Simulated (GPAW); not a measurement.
Band structure of Al2ZnTe4 (I-4, 7 atoms in the cell).

```
Al2ZnTe4
1.0
   -3.06037     3.06037     6.03956
    3.06037    -3.06037     6.03956
    3.06037     3.06037    -6.03956
Al Zn Te
2 1 4
Cartesian
  3.06037   0.00000   3.01978
  0.00000   0.00000   6.03956
  0.00000   0.00000   0.00000
 -1.44584   1.58656   4.44633
  1.58656   1.44584   7.63280
  4.50621   1.47381  -1.59324
  1.47381   1.61453   1.59324
```

Level of theory: PBEsol, GPAW PAW datasets PBEsol (made by gpaw-setup) (plane waves; GPAW 25.7.0).

Settings: mode = pw; ecut = 850 eV; xc = PBEsol; kpts = 3 3 3; mesh shift (steps) = 0 0 0; occupations.name = fermi-dirac; occupations.width = 0 eV; nbands = -6; convergence.density = 1e-05 e/electron; convergence.bands = -4; symmetry.symmorphic = false; symmetry.tolerance = 0.0005; maxiter = 120; bandpath_npoints = 40.

The starting cell comes from a database of computed structures (which also holds hypothetical and non-ambient phases and stackings), without a prior relaxation at this level. Its lattice was rescaled by a random factor within 2.5 % of one. Spin-orbit coupling is off.

Predict the gap along the standard path and the places of the band edges.

The gap along the path is 1.50 eV, direct at Γ to within 0.01 eV. Another conduction valley lies within 0.1 eV, so the order of the valleys is not sure.

Levels in eV from the top of the valence band on the SCF mesh, bands 18 to 25:
```
point     18     19     20     21    22    23    24    25
-----  -----  -----  -----  -----  ----  ----  ----  ----
Γ      -1.66  -0.05   0.00   0.00  1.50  2.16  2.42  3.97
X      -0.97  -0.45  -0.45  -0.21  1.58  2.20  2.92  3.94
Y      -1.02  -0.66  -0.53  -0.42  1.89  2.47  3.36  3.94
S      -1.47  -1.27  -0.65  -0.39  2.27  2.97  3.06  3.24
Z      -1.31  -1.31  -0.69  -0.69  1.76  2.05  2.14  2.14
S1     -1.47  -1.27  -0.65  -0.39  2.27  2.97  3.06  3.24
N      -1.54  -1.12  -0.96  -0.42  2.96  3.09  3.27  3.60
P      -0.94  -0.88  -0.45  -0.35  2.31  2.43  2.50  3.94
Y1     -1.02  -0.66  -0.53  -0.42  1.89  2.47  3.36  3.94
```
